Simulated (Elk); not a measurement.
A self-consistent single point of LaP (I4mm, 2 atoms in the cell) with Elk.

Method: LDA (PW92), all-electron FP-LAPW, Elk's shipped species files, APW+lo basis with extra local orbitals in Elk 10.2.4.

```xyz
2
Lattice="0.0000 3.0242 3.0242 3.0242 0.0000 3.0242 3.0242 3.0242 0.0000" Properties=species:S:1:pos:R:3 pbc="T T T"
La     0.0000     0.0000     0.0500
P      3.0242     3.0242     3.0242
```

Reference input (self-consistent single point, DFT, LDA (PW92), all-electron FP-LAPW, Elk's shipped species files, APW+lo basis with extra local orbitals): rgkmax = 8; swidth = 0.00367493 Ha; ngridk = 4 4 4; gmaxvr = 16 1/bohr; nxlo = 2; lorbcnd = true; lmaxi = 3; maxscl = 100. This run's input differs from it in these lines:

```diff
@@ -20,2 +20,8 @@
   0.00367493
+
+epspot
+  3.7e-11
+
+epsengy
+  3.7e-09
```

The program printed (abridged):

```
│ Self-consistent loop started │
│ Loop number : 1 │
 total energy                :     -8840.75572438
│ Loop number : 2 │
 total energy                :     -8840.73851379
RMS change in Kohn-Sham potential (target) :   0.1275921850     (  0.3700000000E-10)
Absolute change in total energy (target)   :   0.1721059088E-01 (  0.3700000000E-08)
│ Loop number : 3 │
 total energy                :     -8840.38401582
RMS change in Kohn-Sham potential (target) :   0.1209890923     (  0.3700000000E-10)
Absolute change in total energy (target)   :   0.3588006194     (  0.3700000000E-08)
│ Loop number : 4 │
   [... lines left out ...]
Absolute change in total energy (target)   :   0.6646951078E-07 (  0.3700000000E-08)
│ Loop number : 98 │
 total energy                :     -8832.39035660
RMS change in Kohn-Sham potential (target) :   0.2657733142E-08 (  0.3700000000E-10)
Absolute change in total energy (target)   :   0.8898223314E-06 (  0.3700000000E-08)
│ Loop number : 99 │
 total energy                :     -8832.39035744
RMS change in Kohn-Sham potential (target) :   0.1727682408E-08 (  0.3700000000E-10)
Absolute change in total energy (target)   :   0.6174632290E-06 (  0.3700000000E-08)
│ Loop number : 100 │
Reached self-consistent loops maximum

Energies :
 Fermi                       :     0.255088923132
 total energy                :     -8832.39035752

Density of states at Fermi energy :    17.99002965
 (states/Hartree/unit cell)

Estimated indirect band gap :   0.1730784098E-01
 from k-point      1 to k-point     10
Estimated direct band gap   :   0.2963604811E-01
 at k-point     10

Charges :
 core                        :    56.00000000
 valence                     :    16.00000000
 interstitial                :    4.113498995
 muffin-tins (core leakage)
  species :    1 (La)
   atom    1                 :    54.54587084     (  0.2264393254E-03)
  species :    2 (P)
   atom    1                 :    13.34063016     (  0.3183665390E-03)
 total in muffin-tins        :    67.88650101
 total calculated charge     :    71.99818646
 total charge                :    72.00000000
 error                       :   0.1813543536E-02

│ Self-consistent loop stopped │
```

The run ended unconverged after 100 iterations. 

The starting cell comes from a database of computed structures (which also holds hypothetical and non-ambient phases and stackings), without a prior relaxation at this level. Its lattice was rescaled by up to half a per cent. One atom was moved a little off its site on purpose. Values depend on the basis (sphere radii, cutoffs, local orbitals), which need not be converged.

Cost on one core of a shared machine: roughly 90 s.
